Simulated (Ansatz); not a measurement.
# How the lattice parameter a of Sn3Ge (model structure, P-4m2, No. 115, 4 atoms in the cell) moves with the method

No measured value is used here.

Task: Put these levels in order of the lattice parameter a that they give for Sn3Ge (model structure, P-4m2, No. 115, 4 atoms in the cell), smallest first: LDA (Ansatz, an electronic-structure program), PBE (Ansatz), PBEsol (Ansatz).

Result: LDA (4.427 Å), PBEsol (4.472 Å), PBE (4.547 Å)

Ansatz's density-functional and Hartree–Fock values are scalar-relativistic unless marked +SOC, with PAW data made under PBE.

A model structure was made by putting elements into a prototype or built by hand; it is no filed structure, need not be a known phase, and can be a saddle point held by its symmetry.
